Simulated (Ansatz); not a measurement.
GeSb2Te4 under a change: pressure 22.5 GPa

The reference is GeSb$_{2}$Te$_{4}$ (space group R-3m, No. 166; a = 4.2480 Å, c = 40.1920 Å (hexagonal axes)).

It is then changed as follows: cell and atoms relaxed at a pressure of 22.5 GPa.

Method: PBE-D3(BJ)/PAW in Ansatz (a first-principles code), no spin-orbit coupling. Γ-centred 9×9×9 mesh, Fermi–Dirac width 0.05 eV.

```csv
quantity,base,changed,shift
volume per atom,29.91 Å³,21.97 Å³,-7.94 Å³
density,6.56 g/cm³,8.92 g/cm³,+2.368 g/cm³
lattice parameter a,4.248 Å,3.556 Å,-0.692 Å
c/a ratio,9.461,11.851,+2.3893
shortest interatomic distance,2.965 Å,2.702 Å,-0.2637 Å
enthalpy H = E + PV relative to the base's energy,–,+3.58 eV/atom,–
band gap,0.10 eV,zero,–
```

Final structure:

```xyz
7
Lattice="1.7779 1.0265 14.0464 -1.7779 1.0265 14.0464 0.0000 -2.0530 14.0464" Properties=species:S:1:pos:R:3 pbc="T T T"
Ge     0.0000     0.0000     0.0000
Sb     0.0000     0.0000    17.9384
Sb     0.0000     0.0000    24.2009
Te     0.0000     0.0000     5.9116
Te     0.0000     0.0000    36.2277
Te     0.0000     0.0000    12.2901
Te     0.0000     0.0000    29.8491
```

Cost of the whole job for the changed cell (relaxation, final SCF and bands): around 4 core-minutes (rough).

The mesh was chosen for an insulator and is coarse for the gapless case. From pressure 22.5 GPa on, the axis ratios lie over 15 % from the base's, so the cell there is far from its starting form. With Sb and Te present, leaving out spin-orbit coupling can change the band edges. Load acts through the strain it causes; cell and atoms are relaxed under it. Stability against distortions was not tested. Competing high-pressure phases were not computed. All final runs are without spin polarisation. The D3 term's C6 switches between coordination references near this geometry, which can add small steps to energies. A zero or small gap of GeSb2Te4 can be the functional's error rather than a property of the material.
